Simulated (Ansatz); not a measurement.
The structure below was relaxed with PBEsol (Ansatz, a program for electronic structure; PAW; 420 eV plane waves; no spin-orbit coupling).

```
WC2
1.0
    4.93445     0.00000     0.00000
    0.00000     4.93445     0.00000
    0.00000     0.00000     3.04252
W C
2 4
Direct
  0.50000   0.50000   0.50000
  0.00000   0.00000   0.00000
  0.29235   0.29235   0.00000
  0.70765   0.70765   0.00000
  0.20765   0.79235   0.50000
  0.79235   0.20765   0.50000
```

Problem. Find the space group and the Wyckoff positions.

Solution. Space group P4₂/mnm (No. 136); a = 4.9344 Å, b = 4.9344 Å, c = 3.0425 Å, α = 90.00°, β = 90.00°, γ = 90.00°

```csv
atom,site,symmetry,x,y,z
W,2a,m.mm,0.0000,0.0000,0.0000
C,4f,m.2m,0.2924,0.2924,0.0000
```

Stability against distortions was not tested. All final runs are without spin polarisation. The cell was made from WO2 by this change: O → C; the result is a hypothetical phase, not in the database extracts checked. WC2 has a high density of states at the Fermi level and may be magnetic at this level.
